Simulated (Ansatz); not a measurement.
Band gaps of compounds of S, Se, Te: HSE06 from PBE

Kohn-Sham band gaps in eV, highest filled to lowest empty level on each run's k-point mesh, so edges off the mesh make the true gap smaller. Crystals with no clear gap at one or both levels aren't in the table, nor are crystals whose gap moves by over 0.03 eV on the hybrid's coarser mesh, compounds of V to Ni run without spin or salts with parallel moments, so the line says nothing of them. A dispersion term ran beside these levels; it doesn't touch the electrons.

Computed with Ansatz (plane waves, PAW), its PAW set soft_1, cutoff 420 eV. The structures are at rest with PBE; other levels are single points on them. HSE06 runs on coarser k-point meshes, which give the PBE gaps of the finer ones within 0.03 eV. Neutral cells; Fermi-Dirac smearing of at most 0.05 eV in the solids, energies taken to zero width. The lattices are those relaxed with PBE, so at other levels the solids can be strained, which adds to the spread. The runs are scalar-relativistic, without spin-orbit coupling.

```json
[
 {"crystal": "ZnS (zinc blende, F-43m)", "PBE": "2.01", "HSE06": "3.23"},
 {"crystal": "PbS (rock salt, Fm-3m)", "PBE": "0.50", "HSE06": "0.95"},
 {"crystal": "CdS (zinc blende, F-43m)", "PBE": "1.04", "HSE06": "2.04"},
 {"crystal": "ZnS (P6₃mc)", "PBE": "2.04", "HSE06": "3.26"},
 {"crystal": "ZnSe (zinc blende, F-43m)", "PBE": "1.15", "HSE06": "(withheld)"},
 {"crystal": "PbTe (rock salt, Fm-3m)", "PBE": "0.83", "HSE06": "1.24"},
 {"crystal": "CdSe (wurtzite, P6₃mc)", "PBE": "0.54", "HSE06": "1.46"},
 {"crystal": "ZnS (wurtzite, P6₃mc)", "PBE": "2.08", "HSE06": "3.29"}
]
```

**Question.** Fit a straight line of the HSE06 gap against the PBE gap to the complete rows and predict the withheld entry.

**Answer.** With x = the PBE gap and y = the HSE06 gap, the seven complete rows give Σx = 9.04, Σy = 15.47, Σx² = 14.8402, Σxy = 24.4001. The slope is b = (nΣxy − ΣxΣy)/(nΣx² − (Σx)²) = 1.397 and the intercept a = (Σy − bΣx)/n = 0.406 eV. The fitted rows themselves scatter about the line by 0.19 eV (root mean square; median size 0.15), most for PbTe (rock salt, Fm-3m) (-0.33). For ZnSe (zinc blende, F-43m), x = 1.15 gives y = 0.406 + (1.397) × (1.15) = 2.01 eV. The run itself gives 2.26 eV, so the line misses by 0.25 eV.

Ansatz is a quantum-chemistry and plane-wave program.
